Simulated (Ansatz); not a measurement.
The starting structures come from a database of crystals and need not be the phases stable at ambient conditions.

 Where the default PAW files enter, the runs use the earlier of Ansatz's two default sets.

Inside the gap of an insulator the Bloch states are evanescent, with a wavenumber k + iκ along the transport direction.

Here is the system:

```
O2Si
1.0
    5.54135     0.00000     0.00000
    0.00000     8.76508     0.00000
    0.00000     4.38254     2.53026
Si O
3 6
Cartesian
  3.69424   2.19127   1.26513
  0.00000   6.57381   1.26513
  1.84711   8.76508   2.53026
  0.92356   5.29676   0.94679
  2.77068   3.46832   0.94679
  4.61779  11.31918   2.53026
  0.92356   7.85086   1.58347
  2.77068   9.67930   1.58347
  4.61779   6.21098   2.53026
```

Space group of this cell: P6_422. The cell is taken as given.

Transport runs along the normal of the first two printed cell vectors, the (110) plane of the conventional cell.

The gap is the functional's own, uncorrected, and κ follows it; spin-orbit coupling is left out. Mid-gap values are interpolated between the computed energies.

### Question
Predict the band gap and the smallest decay constant κ at mid-gap from Ansatz (a program for electronic structure) with r2SCAN.

### Answer
Gap 6.31 eV on a 6×12×12 mesh; κ = 0.515 1/Å, at the zone centre.
